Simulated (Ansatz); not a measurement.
# How the lattice constant a of SiSe₂ (model structure, started from the anatase type, I4₁/amd, No. 141, 6 atoms in the cell) moves with the method

No measured value is used here.

| level (code) | value (Å) |
|---|---|
| PBE (Ansatz) | 5.180 |
| PBEsol (Ansatz) | 5.103 |
| PBE-D3(BJ) (Ansatz) | ? |

Fill in the missing entries.


- PBE-D3(BJ) (Ansatz, a program for electronic structure), value (Å): 5.135

Ansatz's density-functional and Hartree–Fock values are scalar-relativistic unless marked +SOC, with PAW data made under PBE.

A model structure was made by putting elements into a prototype or built by hand; it is no filed structure, need not be a known phase, and can be a saddle point held by its symmetry.
